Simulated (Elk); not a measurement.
Band structure of VH (P6_3/mmc, 4 atoms in the cell).

```xyz
4
Lattice="2.7446 0.0000 0.0000 -1.3723 2.3769 0.0000 0.0000 0.0000 4.9523" Properties=species:S:1:pos:R:3 pbc="T T T"
V      0.0000     0.0000     0.0000
V      0.0000     0.0000     2.4761
H      1.3723     0.7923     3.7142
H      0.0000     1.5846     1.2381
```

Method: LDA (PW92), all-electron FP-LAPW, Elk's shipped species files, default APW+lo basis in Elk.

Settings: xctype = 3; rgkmax = 7; stype = 0; swidth = 0.00999582 Ha; ngridk = 10 10 5; rmtscf = 0.91; nempty = 1.25 per atom.

The starting cell comes from a database of computed structures (which also holds hypothetical and non-ambient phases and stackings), without a prior relaxation at this level. Its lattice was rescaled by a random factor within 2.5 % of one. Spin polarisation is off. Values depend on the basis (sphere radii, cutoffs, local orbitals), which need not be converged.

Levels in eV from the Fermi level, bands 11 to 18:
```csv
point,11,12,13,14,15,16,17,18
Γ,-3.30,-2.50,-0.41,-0.41,0.33,0.33,0.44,0.44
M,-3.92,-2.04,-2.03,-0.45,1.02,2.26,2.58,2.80
K,-2.46,-2.46,-2.16,-0.12,-0.12,1.52,1.52,3.42
A,-1.85,-1.85,-0.05,-0.05,-0.05,-0.05,1.40,1.40
L,-2.88,-2.88,-0.17,-0.17,0.71,0.71,2.24,2.24
H,-2.27,-2.27,0.04,0.04,0.22,0.22,0.40,0.40
```

Bands cross the Fermi level along this path, so the cell is metallic at this level.
